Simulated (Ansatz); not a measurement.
## TaN, response to strain

Base system: TaN (space group P6/mmm, No. 191; a = 5.202 Å, c = 2.906 Å). Axes: x lies along a and z along c of the hexagonal cell.

Strains are applied to the cell and any free atomic positions relax; under biaxial strain the out-of-plane vector relaxes too; under stress the whole cell relaxes.

The values are results of Ansatz (an electronic-structure program) PBEsol, scalar-relativistic without spin-orbit coupling, not measurements.

Notes on the quantities. energy relative to the base: free energy F; pressure: mean of the normal stresses, compression positive.

| case | energy relative to the base | pressure | volume per atom |
|---|---|---|---|
| base | 0 meV/atom | 0.0 GPa | 11.35 Å³ |
| biaxial strain +0.84 %, plane normal [001], relaxed out of plane | – | -2.7 GPa | 11.49 Å³ |
| isotropic strain −0.36 % | +1.3 meV/atom | 3.6 GPa | 11.23 Å³ |
| isotropic strain +0.47 % | +2.2 meV/atom | -4.4 GPa | 11.51 Å³ |
| isotropic strain +1.03 % | +11 meV/atom | -9.3 GPa | 11.70 Å³ |
| isotropic strain +2.33 % | +52 meV/atom | -19.1 GPa | 12.16 Å³ |
| uniaxial strain ε_xx = +3.57 % | +17 meV/atom | -9.0 GPa | 11.75 Å³ |
| uniaxial strain ε_yy = +0.79 % | +0.9 meV/atom | -2.2 GPa | 11.44 Å³ |
| uniaxial stress, 1 GPa tension along z | +0.1 meV/atom | – | 11.35 Å³ |
| tensor shear ε_yz = −0.93 % | +2.5 meV/atom | 0.1 GPa | 11.35 Å³ |

Without a gap, meshes like the base's 10×10×16 leave anisotropic stresses uncertain by several tenths of a GPa, and small strain energies with them. Stability under load was not tested beyond the relaxation. All final runs are without spin polarisation. This is not the structure that TaN has at room temperature and ambient pressure.
